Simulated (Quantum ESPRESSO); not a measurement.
# Quick settings and what they miss: RbNa₃H₄ (Pm-3m, 8 atoms in the cell)

Self-consistent single point.

```yaml
crystal:
  lattice:
    - [5.38421, 0.00000, 0.00000]
    - [0.00000, 5.38421, 0.00000]
    - [0.00000, 0.00000, 5.38421]
  atoms:
    - { symbol: Rb, position: [0.50000, 0.50000, 0.50000] }
    - { symbol: Na, position: [0.00000, 0.00000, 0.50000] }
    - { symbol: Na, position: [0.50000, 0.00000, 0.00000] }
    - { symbol: Na, position: [0.00000, 0.50000, 0.00000] }
    - { symbol: H, position: [0.50000, 0.50000, 0.00000] }
    - { symbol: H, position: [0.00000, 0.50000, 0.50000] }
    - { symbol: H, position: [0.50000, 0.00000, 0.50000] }
    - { symbol: H, position: [0.00000, 0.00000, 0.00000] }
```

Level of theory: LDA (PZ), GBRV 1.5 ultrasoft (LDA) pseudopotentials (plane waves; Quantum ESPRESSO).

Base settings: ecutwfc = 40 Ry; ecutrho = 200 Ry; occupations = fixed; potentials = {Rb: rb_lda_v1.uspp.F.UPF, Na: na_lda_v1.5.uspp.F.UPF, H: h_lda_v1.4.uspp.F.UPF}; K_POINTS = automatic 5 5 5 0 0 0; nbnd = 22; conv_thr = 1e-08 Ry; mixing_beta = 0.4.

Tight run (finer mesh or higher cutoff; not a proven limit): ecutwfc: 40 Ry → 56 Ry; ecutrho: 200 Ry → 280 Ry; conv_thr: 1e-08 Ry → 7.3e-11 Ry; K_POINTS: automatic 5 5 5 0 0 0 → automatic 7 7 7 0 0 0. It gave top of the valence band (on the code's own zero) 0.66 eV; gap on the k-point mesh 2.37 eV; pressure -2.48 GPa.

Quick runs, as changes from the base:
- A: the base itself
- B: ecutwfc: 40 Ry → 32 Ry; ecutrho: 200 Ry → 160 Ry; occupations: fixed → smearing; nbnd: 22 → default; K_POINTS: automatic 5 5 5 0 0 0 → automatic 2 2 2 0 0 0; smearing: default → mp; degauss: default → 0.0099958 Ry
- C: ecutwfc: 40 Ry → 28 Ry; ecutrho: 200 Ry → 140 Ry; K_POINTS: automatic 5 5 5 0 0 0 → automatic 4 4 4 0 0 0
- D: ecutwfc: 40 Ry → 24 Ry; ecutrho: 200 Ry → 120 Ry; K_POINTS: automatic 5 5 5 0 0 0 → automatic 3 3 3 1 1 1

Gaps are read on each run's own mesh, which may miss the band edges.

The count of work is k-points × plane waves × bands × iterations; it is no time. 

The starting cell comes from a database of computed structures (which also holds hypothetical and non-ambient phases and stackings), without a prior relaxation at this level. Its lattice was rescaled by a random factor within 2.5 % of one.

| run | energy less tight (meV/atom) | pressure less tight (GPa) | gap on the mesh less tight (eV) | count of work / tight |
|---|---|---|---|---|
| A | 0.9 | 0.00 | 0.129 | 0.28 |
| B | 21.2 | -1.11 | -0.145 | 0.077 |
| C | 91.9 | -6.07 | -0.140 | 0.13 |
| D | 454.5 | -22.11 | 0.050 | 0.048 |

Among the runs at the tight run's level, the energy misses run from 0.9 to 454.5 meV/atom.

Left out of this page: 2 runs of the series outside the window shown, repeating another row's setting, or not comparable.
